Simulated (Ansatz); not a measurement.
Consider the following.

End structure of the (20-21) surface of hcp Be in its 1x1 cell, outermost plane spacing 0.16 Å in the ideal cut:

```
CELL_PARAMETERS angstrom
      2.26165     0.00000     0.00000
     -1.13082     7.40176     0.00000
      0.00000     0.00000    27.00000
ATOMIC_POSITIONS crystal
  Be 0.54083 0.08177 0.30885
  Be 0.91967 0.83923 0.31073
  Be 0.77730 0.55449 0.33953
  Be 0.14949 0.29916 0.34560
  Be 0.01181 0.02356 0.37755
  Be 0.38397 0.76790 0.37755
  Be 0.24245 0.48429 0.40940
  Be 0.61606 0.23196 0.41615
  Be 0.47596 0.95169 0.44583
  Be 0.84865 0.69719 0.44865
  Be 0.70944 0.41877 0.47999
  Be 0.08124 0.16225 0.48556
  Be 0.94118 0.88260 0.51444
  Be 0.31299 0.62608 0.52001
  Be 0.17377 0.34766 0.55135
  Be 0.54646 0.09316 0.55417
  Be 0.40636 0.81289 0.58385
  Be 0.77998 0.56056 0.59060
  Be 0.63846 0.27695 0.62245
  Be 0.01061 0.02129 0.62245
  Be 0.87294 0.74569 0.65440
  Be 0.24513 0.49036 0.66047
  Be 0.10276 0.20562 0.68927
  Be 0.48159 0.96308 0.69115
```

Set-up: 24 atoms, 10.5 Å thick at the start; mesh 17x5x1; 0.1 eV smearing; dipole correction on; single point; on the structure that PBE left under its start's symmetry; no spin, no spin-orbit, no U.

Q: Predict the surface energy (mean of both faces) from r2SCAN, at the PBE geometry (Ansatz, a first-principles code).

A: 1.94 J/m²

Q: What work function of the top face does r2SCAN, at the PBE geometry give?

A: 4.77 eV
